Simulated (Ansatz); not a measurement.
# BeS (model structure, started from the PtS type, P4₂/mmc, No. 131, 4 atoms in the cell): lattice parameter c by level of theory

No measured value is used here.

```json
[
 {"level (code)": "PBE (Ansatz)", "value (Å)": "5.915"},
 {"level (code)": "PBEsol (Ansatz)", "value (Å)": "…"},
 {"level (code)": "PBE-D3(BJ) (Ansatz)", "value (Å)": "5.855"}
]
```

Q: Complete the blanks.

A: 
- PBEsol (Ansatz, a first-principles code), value (Å): 5.862

Ansatz's density-functional and Hartree–Fock values are scalar-relativistic unless marked +SOC, with PAW data made under PBE.

A model structure was made by putting elements into a prototype or built by hand; it is no filed structure, need not be a known phase, and can be a saddle point held by its symmetry.
